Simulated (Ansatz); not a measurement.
The reference is HfS2 in the CdI2 type structure (space group P-3m1, No. 164; a = 3.606 Å, c = 5.768 Å; layered, stacked along the Cartesian z axis).

The other end (x = 1) is TaS$_{2}$ in the CdI2 type structure (space group P-3m1, No. 164; layered, stacked along the Cartesian z axis): 18.51 Å³/atom, gap zero.

Calculations: Ansatz (a first-principles code), PBE-D3(BJ), PAW, cutoff 420 eV, spin-orbit coupling left out.

Ta replaces a fraction x of Hf; each row is one arrangement (x, atoms in the cell, starting space group or random), fully relaxed.

One change was made to it. Results:

The mixing energy comes out as +0.03 eV/atom (to 0.01 eV only: unlike meshes or grids); the band gap goes from 0.85 eV to zero; the shortest interatomic distance shrinks by 0.067 Å, from 2.541 Å to 2.474 Å.

Question: Which of these changes matches the shifts?
A) x(Ta) = 0.25, 12 atoms, P-1
B) x(Ta) = 0.667, 9 atoms, C2/m
C) x(Ta) = 0.75, 12 atoms, P2/m (arrangement B)
D) x(Ta) = 0.75, 12 atoms, P2/m (arrangement A)

Answer: A, x(Ta) = 0.25, 12 atoms, P-1. For comparison, the shortest interatomic distance in the other runs: x(Ta) = 0.667, 9 atoms, C2/m gives 2.455 Å; x(Ta) = 0.75, 12 atoms, P2/m (arrangement B) gives 2.413 Å; x(Ta) = 0.75, 12 atoms, P2/m (arrangement A) gives 2.458 Å.

These are small ordered cells, not random alloys; other orderings at the same x differ. Spin-orbit coupling, missing from the scalar runs, can matter with Hf. No phonon test of stability was made. All final runs are without spin polarisation. An odd electron count without spin: Hf3TaS8, TaS2 and HfTa3S8.
